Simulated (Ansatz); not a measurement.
Response to strain in ZnCu

The reference is ZnCu in the CsCl type structure (space group Pm-3m, No. 221; a = 2.9085 Å; relaxed with 0.1 eV smearing). Axes: x, y, z lie along the cube axes.

Strains are applied to the cell and any free atomic positions relax; under biaxial strain the out-of-plane vector relaxes too.

Calculations: PBEsol/PAW in Ansatz (a first-principles code), no SOC.

Candidates:
(a) biaxial strain −1.25 %, plane normal [111], relaxed out of plane
(b) biaxial strain −2.08 %, plane normal [111], relaxed out of plane
(c) biaxial strain +1.25 %, plane normal [111], relaxed out of plane

**Question.** Order them by out-of-plane strain, lowest first.

**Answer.** (c) biaxial strain +1.25 %, plane normal [111], relaxed out of plane (-0.59 %), (a) biaxial strain −1.25 %, plane normal [111], relaxed out of plane (+0.72 %), (b) biaxial strain −2.08 %, plane normal [111], relaxed out of plane (+1.28 %)

No phonon test of stability was made. All final runs are without spin polarisation.
